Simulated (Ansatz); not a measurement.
Start from Al₂Cu (space group I4/mcm, No. 140; a = 6.059 Å, c = 4.874 Å). Axes: x, y, z lie along a, b, c of the conventional cell.

The values are results of Ansatz (a program for electronic structure) PBE, no spin-orbit coupling, earlier PAW set, not measurements.

Base values:

| Property | Value |
|---|---|
| Pressure | 0.0 GPa |
| Band gap | zero |

It is then changed as follows: the cell is compressed by 1.48 % along z with no lateral relaxation; the atoms relax in the strained cell.

Q: What happens to the pressure and band gap?

A: The pressure (mean of the normal stresses, compression positive) goes from zero to 1.5 GPa; the band gap is still zero.

Whether these cells are dynamically stable was not tested. The final runs are not spin-polarised.
